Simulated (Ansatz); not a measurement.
A self-consistent single point of RuW (Fd-3m, 4 atoms in the cell) with Ansatz (a quantum-chemistry and plane-wave program).

Method: PBE, harder PAW files (source: ansatz) (plane waves; Ansatz).

The change in words: lattice scaled by 0.985; basis.ecutwfc: 760 eV → 455 eV. Reference geometry:
```
CELL_PARAMETERS angstrom
      0.00000     3.11060     3.11060
      3.11060     0.00000     3.11060
      3.11060     3.11060     0.00000
ATOMIC_POSITIONS crystal
  Ru 0.75000 0.75000 0.75000
  Ru 0.50000 0.50000 0.50000
  W  0.00000 0.00000 0.00000
  W  0.25000 0.25000 0.25000
```

Reference input (self-consistent single point, DFT, PBE, plane waves, harder PAW files (source: ansatz)): basis.ecutwfc = 760 eV; kpoints.mp_grid.grid = 6 6 6; hamiltonian.xc = pbe; hamiltonian.pseudopotentials = {kind: paw, source: ansatz}; scf.occupations.method = cold; scf.occupations.width = 0.1 eV. This run's input differs from it in these lines:

Ansatz 0.2 input:
```diff
@@ -3,5 +3,5 @@
   lattice:
-    - [0.000000, 3.110604, 3.110604]
-    - [3.110604, 0.000000, 3.110604]
-    - [3.110604, 3.110604, 0.000000]
+    - [0.000000, 3.063945, 3.063945]
+    - [3.063945, 0.000000, 3.063945]
+    - [3.063945, 3.063945, 0.000000]
   atoms:
@@ -12,3 +12,3 @@
 basis:
-  ecutwfc: 760.0
+  ecutwfc: 455.0
 kpoints:
```

The program printed (abridged):

```
SCF iter   1: F=—  HF=-47508.848301 eV  |F-HF|=—  |Δ(HF+E_count)|=         —  Δρ=1.12e-1  dr2=7.65e0  ethr=3.10e-3  ⟨swp⟩=5.5  Hψ=2992  notcnv=0
all-band conjugate gradients solve this SCF's bands
preconditioner: auto → Kerker (q_TF=auto, 2.929 Å⁻¹)
SCF iter   2: F=—  HF=-47507.211949 eV  |F-HF|=—  |Δ(HF+E_count)|=    1.64e0  S|Δr|=    0.00e0  Δρ=5.74e-2  dr2=1.87e0  ethr=3.10e-3  ⟨swp⟩=2.0  Hψ=1624  notcnv=0  defer=28
   [... lines left out ...]
SCF iter   6: F=—  HF=-47506.923211 eV  |F-HF|=—  |Δ(HF+E_count)|=   3.64e-5  S|Δr|=    0.00e0  Δρ=2.27e-4  dr2=3.42e-5  ethr=4.28e-7  ⟨swp⟩=2.2  Hψ=1430  notcnv=0  defer=27
SCF iter   7: F=—  HF=-47506.923199 eV  |F-HF|=—  |Δ(HF+E_count)|=   1.12e-5  S|Δr|=    0.00e0  Δρ=4.80e-5  dr2=1.58e-6  ethr=3.89e-8  ⟨swp⟩=1.2  Hψ=826  notcnv=0  defer=27
SCF iter   8: F=-47506.923199 eV  HF=-47506.923199 eV  |F-HF|=8.53e-9  |Δ(HF+E_count)|=   8.86e-8  S|Δr|=    0.00e0  Δρ=4.58e-6  dr2=1.17e-8  ethr=1.14e-10  ⟨swp⟩=9.7  Hψ=3919  notcnv=0
SCF 1 converged in 8 iterations: F = -47506.923199 eV  dr2 = 1.17e-8
Stability not checked (fill_not_monotonic)
Free energy (F): -47506.923199 eV
Internal energy: -47506.920851 eV  (E = F + TS)
E sigma→0 (E₀):  -47506.922417 eV
Entropy (-TS):   -0.002348 eV (-0.587 meV/atom)
Fermi energy:    26.473344 eV
--- Forces (eV/Å), atoms counted from 1 ---
  atom   1  Ru    -0.00000000     0.00000000     0.00000000
   [... zero for the other atoms too ...]
--- Stress (GPa, compression-positive) ---
       19.812388       0.000000      -0.000000
        0.000000      19.812388       0.000000
       -0.000000       0.000000      19.812388
  P = ⅓ Tr σ = 19.8124 GPa (198.124 kbar)
  The stress holds the Pulay correction. Without it, at fixed plane waves, as pw.x and ABINIT print it: P = -274.9183 GPa
```

The run converged in 8 iterations. Against the reference run the free energy goes up by 3.39 eV/atom and the pressure goes from 2.49 to 19.81 GPa.

The starting cell was generated: these elements placed on a structure prototype, without a prior relaxation; it need not be a known phase or ordering of this composition. For this run, on top of that: lattice scaled by 0.985. Spin polarisation is off. Ansatz's pressure includes its estimate of the finite-basis (Pulay) stress. Without the estimate this run gives -274.92 GPa. The cutoff lies below the one recommended for these files.
